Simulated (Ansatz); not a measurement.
The parent structure is ZnGeP2 in the chalcopyrite structure (space group I-42d, No. 122).

```yaml
crystal:
  lattice:
    - [-2.68698, 2.68698, 5.31275]
    - [2.68698, -2.68698, 5.31275]
    - [2.68698, 2.68698, -5.31275]
  atoms:
    - { symbol: Zn, position: [0.00000, 0.00000, 0.00000] }
    - { symbol: Zn, position: [0.75000, 0.25000, 0.50000] }
    - { symbol: Ge, position: [0.50000, 0.50000, 0.00000] }
    - { symbol: Ge, position: [0.25000, 0.75000, 0.50000] }
    - { symbol: P, position: [0.87500, 0.87461, 0.49961] }
    - { symbol: P, position: [0.12539, 0.62500, 0.00039] }
    - { symbol: P, position: [0.37500, 0.37539, 0.50039] }
    - { symbol: P, position: [0.62461, 0.12500, 0.99961] }
```

Cartesian axes are those of the cell as printed.

All numbers come from LDA in Ansatz (plane waves to 420 eV, PAW, no spin-orbit coupling).

Base values:

| Quantity | Value |
|---|---|
| Shortest interatomic distance | 4.378 bohr |
| Pressure | -0.01 GPa |

The change: biaxial strain +2.25 %, plane normal [001], relaxed out of plane (Cartesian); in-plane vectors clamped, the third vector and the atoms free.

Task: What happens to the out-of-plane strain, shortest interatomic distance and pressure?

Result: The out-of-plane strain amounts to -2.12 %; the shortest interatomic distance rises by 0.0264 bohr (4.378 bohr → 4.405 bohr); the pressure (mean of the normal stresses, compression positive) drops by 1.97 GPa (-0.01 GPa → -1.98 GPa).

No phonon test of stability was made.

Ansatz is a first-principles code.
